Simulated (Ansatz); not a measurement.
Pressure series in Ti4AlN3

Consider Ti4AlN3 (space group P6_3/mmc, No. 194; a = 2.963 Å, c = 23.264 Å).

Cell and atoms are relaxed at each pressure.

Computed with plane-wave PAW DFT at the PBEsol level (Ansatz, a first-principles code, 420 eV), without spin-orbit coupling.

| variant | c/a ratio | volume per atom |
|---|---|---|
| base | 7.853 | 11.05 Å³ |
| pressure −2 GPa | 7.857 | 11.16 Å³ |
| pressure −1 GPa | 7.855 | 11.10 Å³ |
| pressure 0.3 GPa | 7.852 | 11.04 Å³ |
| pressure 0.7 GPa | 7.851 | 11.02 Å³ |
| pressure 1.5 GPa | 7.850 | 10.98 Å³ |
| pressure 3 GPa | 7.848 | 10.90 Å³ |
| pressure 5 GPa | 7.845 | 10.81 Å³ |
| pressure 7.5 GPa | 7.841 | 10.69 Å³ |
| pressure 10 GPa | 7.838 | 10.59 Å³ |

Load acts through the strain it causes; cell and atoms are relaxed under it. Stability against distortions was not tested. No other phases were tried under pressure. The final runs are not spin-polarised.
